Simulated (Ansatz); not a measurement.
**MgS under a change: biaxial strain −0.83 %, plane normal [111], relaxed out of plane**

Start from MgS in the rock salt structure (space group Fm-3m, No. 225; a = 5.2030 Å). Axes: x, y, z lie along the cube axes.

Now apply this change: compressive biaxial strain of 0.83 % in the plane normal to [111], as in epitaxy on a mismatched substrate; the out-of-plane cell vector and the atoms relax.

All numbers come from r2SCAN in Ansatz (plane waves to 500 eV, PAW, scalar-relativistic without spin-orbit coupling). Settings: 11×11×11 k-points, 0.05 eV Fermi–Dirac smearing.

| quantity | base | changed | shift |
|---|---|---|---|
| volume per atom | 17.61 Å³ | 17.39 Å³ | -0.22 Å³ |
| energy relative to the base (free energy F) | 0 meV/atom | +1.4 meV/atom | +1.4 meV/atom |
| band gap | 3.46 eV | 3.45 eV | -0.018 eV |
| gap character | – | indirect, Γ → F | – |
| smallest direct gap | 4.64 eV | 4.70 eV | +0.06 eV |
| valence-band top at Γ (three highest levels, from the VBM) | 0.00, 0.00, 0.00 eV | 0.00, 0.00, -0.12 eV | – |
| valley order (the lowest conduction-band minima on the path, energy above the VBM, named in the base's zone) | X along ⟨100⟩ 3.46 eV; Γ 4.64 eV | X along [010] 3.45 eV; Γ 4.70 eV | – |
| out-of-plane strain | – | +0.42 % | – |
| ratio −ε⊥/ε∥ | – | 0.50 | – |
| mean in-plane stress (compression positive) | – | +1.5 GPa | – |

Final structure (turned so that z lies along the plane normal):

```
MgS
1.0
    3.64856     0.00000     0.00000
    1.82428     3.15975     0.00000
    1.82428    -1.05325     3.01644
Mg S
1 1
Cartesian
  0.00000   0.00000   0.00000
  1.82428   1.05325   1.50822
```

Gaps are read on the SCF mesh and a high-symmetry path. Whether these cells are dynamically stable was not tested. k-point labels follow each cell's own Brillouin zone.

Ansatz is an electronic-structure program.
